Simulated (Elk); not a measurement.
Elk 10.2.4, DFT, PBE, spin-polarised, all-electron FP-LAPW, Elk's shipped species files: a generated cell (prototype structure at a guessed volume, not a measured phase) of Ce3Ir (space group Pm-3m), 4 atoms, spin-polarised from a ferromagnetic start. Basis and mesh were picked for this test and aren't claimed converged.

- cell: 4.73, 4.73, 4.73 Å; 90, 90, 90°
- task: ground state
- xctype: 20
- spinpol: true
- reducebf: 0.5
- swidth: 0.004 Hartree
- k mesh (ngridk): 6×6×6
- maxscl: 100
- rgkmax: 7 (default)
- empty states an atom (nempty): 4 (default)
- epspot (Hartree): 1e-06 (default)
- epsengy (Hartree): 0.0001 (default)
- k-points after symmetry (for each spin): 20
- largest matrix size: 287
- valence states: 98

One run each.

All on 4 threads, 1 BLAS thread. Base settings, kept where nothing else is said: mixtype = 3 (default), mixsdb = 5 (default), broydpm = [0.4, 0.15] (default), tefvit = false (default) (beta0, autolinengy not set). The settings tried:
- tefvit = true
- broydpm = [0.2, 0.15]
- broydpm = [0.05, 0.15]
- autolinengy = true
- mixtype = 0, beta0 = 0.3
- broydpm = [0.4, 0.01]
- mixtype = 1, beta0 = 0.01
- broydpm = [0.7, 0.15]
- broydpm = [0.4, 0.5]
- mixsdb = 20
- mixsdb = 3
- mixtype = 1, beta0 = 0.1
- mixtype = 1, beta0 = 0.05 (default)
- broydpm = [0.1, 0.15]
- mixsdb = 8
- mixtype = 0, beta0 = 0.1
- the base settings
- mixsdb = 12
- mixsdb = 2

Task: Predict which of these converge in the fewest self-consistent loops.

Result: Fewest self-consistent loops, with those close behind: the base settings (35); mixsdb = 20 (39). Most among those that reach the base run's result: mixtype = 1, beta0 = 0.1 (79); broydpm = [0.1, 0.15] (76). No convergence: mixtype = 1, beta0 = 0.01 (without self-consistency in 100 loops); mixtype = 0, beta0 = 0.1 (without self-consistency in 100 loops); mixtype = 0, beta0 = 0.3 (without self-consistency in 100 loops); tefvit = true (without self-consistency in 100 loops). Converged, but to another result than the base run: mixsdb = 12 (off by energy 0.30 meV/atom, site moment sizes 0.62 μB; the energy is the higher one); broydpm = [0.05, 0.15] (off by energy 2.6 meV/atom, site moment sizes under 0.001 μB; the energy is the higher one); autolinengy = true (off by energy 22 meV/atom, site moment sizes 0.0050 μB; the energy is the lower one).

```tsv
setting	self-consistent loops	end
the base settings	35	converged
mixsdb = 20	39	converged
broydpm = [0.4, 0.5]	40	converged
broydpm = [0.4, 0.01]	42	converged
mixsdb = 8	44	converged
mixsdb = 2	47	converged
mixsdb = 12	47	other result
broydpm = [0.7, 0.15]	47	converged
mixsdb = 3	49	converged
broydpm = [0.2, 0.15]	55	converged
autolinengy = true	62	other result
mixtype = 1, beta0 = 0.05 (default)	68	converged
broydpm = [0.1, 0.15]	76	converged
broydpm = [0.05, 0.15]	78	other result
mixtype = 1, beta0 = 0.1	79	converged
mixtype = 1, beta0 = 0.01	100	not converged
mixtype = 0, beta0 = 0.1	100	not converged
mixtype = 0, beta0 = 0.3	100	not converged
tefvit = true	100	not converged
```

An iteration's cost differs between solvers, so these counts don't give the time.
